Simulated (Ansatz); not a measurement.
Bond-angle distributions (per cent of the angles at each element, bins of 10°) of a relaxed model of amorphous Zr$_{20}$O$_{43}$Mo at 5.46 g/cm³. Computed with PBE, scalar-relativistic without spin-orbit coupling (plane waves to 420 eV, PAW; Ansatz, an electronic-structure program).

Preparation: random packing, a CHGNet melt and quench, and a DFT relaxation. O atoms were pushed apart under 1.9 Å during the dynamics, to hinder bonds among them. The hot cell started wider than the set density and was brought back towards it in steps. It is the lowest in DFT energy of 2 quenches. It is a model cell: composition and starting density were chosen by hand, and all elements were melted together. No dispersion term was used. Its density started from a set value of 5.23 and ended at 5.46 g/cm³. The quench (nominally 300 K/ps over its main leg) was far faster than any real one, so the model tends to hold more defects than a real film. Values belong to this one cell and scatter from quench to quench. Volume and shape were free in the relaxation. On a 2×2×2 Γ-centred mesh force components of up to 0.14 eV/Å stay, since the relaxation ran on the zone centre alone.

Neighbours within Zr-Zr 3.41 Å, Zr-O 2.66 Å, Zr-Mo 3.22 Å, O-O 1.58 Å, O-Mo 2.42 Å, Mo-Mo 3.04 Å count as bonded. Two cations that share two anions don't count as bonded, nor two that share one unless they lie closer than Zr-Zr 3.32 Å, Zr-Mo 3.14 Å, Mo-Mo 2.95 Å.

| angle (°) | at Zr | at O |
|---|---|---|
| 50-60 | 0 | 0 |
| 60-70 | 6 | 0 |
| 70-80 | 28 | 0 |
| 80-90 | 14 | 5 |
| 90-100 | 10 | 22 |
| 100-110 | 8 | 30 |
| 110-120 | 4 | 14 |
| 120-130 | 5 | 9 |
| 130-140 | 9 | 10 |
| 140-150 | 8 | 6 |
| 150-160 | 4 | 2 |
| 160-170 | 3 | 2 |
| 170-180 | 1 | 0 |

They go with these counts of neighbours within the cut-offs, cation contacts included: Zr mean 6.7, most often 7; O mean 3.3, most often 3.
